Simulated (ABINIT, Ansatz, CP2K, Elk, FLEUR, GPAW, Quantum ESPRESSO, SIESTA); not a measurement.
InP (F-43m, 2 atoms in the cell) computed with different codes at matched settings

Self-consistent single point.

```
CELL_PARAMETERS angstrom
      0.00000     3.01072     3.01072
      3.01072     0.00000     3.01072
      3.01072     3.01072     0.00000
ATOMIC_POSITIONS crystal
  In 0.00000 0.00000 0.00000
  P  0.25000 0.25000 0.25000
```

All programs got the same cell, k-point mesh and kind of occupations (in Ansatz's words: kpoints.mp_grid.grid = 5 5 5; scf.occupations.method = fermi_dirac; scf.occupations.width = 0.0007 Ry); potentials, basis and cutoffs are each program's usual ones.

```csv
code,model,pressure (GPa),gap on the mesh (eV),k-points,cutoff
GPAW,"PBE, GPAW PAW datasets PBE (gpaw-data 1.0.1)",-2.09,0.264,10,550 eV
FLEUR,"PBE, all-electron FLAPW (FLEUR), scalar-relativistic valence",–,0.264,14,Kmax 4 1/bohr
SIESTA,"GGA PBE, numerical atomic orbitals DZP, PseudoDojo PBE standard norm-conserving potentials (rewritten from UPF to PSML)",-1.93,0.404,63,grid 300 Ry
Elk,"PBE, all-electron FP-LAPW, Elk's shipped species files, APW+lo basis with extra local orbitals",–,0.224,14,rgkmax 7.5
CP2K,"PBE, GPW, DZVP-MOLOPT-SR-GTH basis, GTH-PBE potentials (GTH_POTENTIALS)",-1.36,0.231,63,grid 500 Ry
Ansatz,"PBE, default PAW files",-1.76,0.266,10,default
ABINIT,"PBE, PAW (JTH v2.0 PBE PAW)",-1.90,0.251,10,21 Ha
Quantum ESPRESSO,"PBE, PSlibrary PAW (PBE) pseudopotentials",-2.44,0.259,10,50 Ry
```

A dash marks a value that a program does not give, or that is left out as unsure.

Gaps are read on the mesh.

The spread over the programs that give each value: pressure within 1.08 GPa; gap on the mesh within 0.180 eV.

The starting cell comes from a database of computed structures (which also holds hypothetical and non-ambient phases and stackings), without a prior relaxation at this level. Its lattice was rescaled by a random factor within 2.5 % of one.

Q: Why do the programs differ, and what cannot be compared?

A: Differences of this kind can come from the potentials, where these differ, and from what each basis and cutoff leave unconverged. The valence holds different numbers of electrons (GPAW 18, FLEUR 32, SIESTA 18, CP2K 18, Ansatz (a quantum-chemistry and plane-wave program) 18, ABINIT 18, Quantum ESPRESSO 18). The zero of total energies and Fermi levels follows the potentials and each program's conventions, so they are not compared here. SIESTA and CP2K use small atom-centred bases, whose incompleteness enters pressures, forces and empty levels differently from a plane-wave cutoff. FLEUR and Elk treat all electrons, but the usual bases taken here (sphere radii, linearisation, local orbitals, empty states) were not tested for convergence, so the values are no reference for the others. Ansatz's pressure is given at a fixed set of plane waves, as the other plane-wave codes print theirs; with its correction for the finite basis it is -1.73 GPa. Ansatz's smearing width was typed in Ry to four decimals, so it matches the others to a few per cent. The programs reduce the same mesh by symmetry to different extents, which changes the work and not the result. In the gap, SIESTA (by 0.142) lies more than 0.12 eV from the median of the plane-wave programs.

Keys are those of Ansatz 0.2.
